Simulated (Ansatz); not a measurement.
**Al₂O₃ in the corundum structure (space group R-3c, No. 167)**

Al2O3 is modelled in the trigonal space group R-3c, hexagonal axes (No. 167), the corundum structure, Pearson symbol hR10. Conventional cell: a = b = 4.7738 Å, c = 13.0147 Å, α = β = 90.00°, γ = 120.00°. Al on 12c sees 3 O at 1.861 Å and 3 O at 1.974 Å (octahedral). O on 18e sees 2 Al at 1.861 Å and 2 Al at 1.974 Å. (Neighbours: up to the widest gap in distance over summed covalent radii, below 1.35, at either atom; cation-cation and far metal-metal contacts left out.)
(The calculation used a cell of 10 atoms; values per cell refer to that cell.)

The values are results of PBEsol/PAW in Ansatz (a first-principles code), no spin-orbit coupling, not measurements. k-mesh 8×8×8 (Γ-centred); smearing 0.05 eV (Fermi–Dirac).

- Volume per atom: 8.56 Å³
- Density: 3.96 g/cm³
- Band gap: 6.03 eV, direct at Γ
- Electron mass: 0.40 mₑ along c, 0.37 mₑ across
- Lowest conduction-band minima above the VBM: Γ 6.03 eV
- Total energy: -547.885 eV/atom (σ→0; compares only within this code and set-up)

Masses are band curvatures over ±0.01 Å⁻¹ around the edge. Stability against distortions was not tested.
